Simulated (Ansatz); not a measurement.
## NH3 on the 1x1 (10-10) surface of wurtzite GaN (cut with top plane Ga + N), one in a 2x1 cell, started at the site 'hollow Ga'

Host crystal: wurtzite GaN, with a band gap (PBE, scalar-relativistic without spin-orbit coupling).

Method: r2SCAN, at the PBE geometry (plane waves to 500 eV, PAW; Ansatz, a quantum-chemistry and plane-wave program).

Set-up: 36 atoms, 9.3 Å thick at the start under the adsorbate (thin: gaps and levels are the slab's own); mesh 3x4x1; 0.01 eV smearing; dipole correction on; single point; no symmetry held, on the structure that PBE left; no spin, no spin-orbit, no U, no dispersion correction. At the end it is bonded to Ga. In PBE it is, or lies within 0.03 eV of, the lowest of the starts that converged; the order may differ at this level.

| Item | Value |
|---|---|
| adsorption energy against NH3(g) at the same level | -1.39 eV |
| change of the step from the bottom to the top vacuum level, against the clean slab | -2.21 eV |
| height of the binding atom over the mean of the host atoms within 0.3 Å of the top one | 1.695 Å |
| nearest host atoms of the binding atom | Ga at 2.08 Å, N at 2.77 Å, N at 3.07 Å |
| note | in the relaxation the adsorbate left its starting site by 1.3 Å |
| cost | very roughly 5 core-minutes |

A negative adsorption energy means that the adsorbate is more stable on the surface than in its reference.
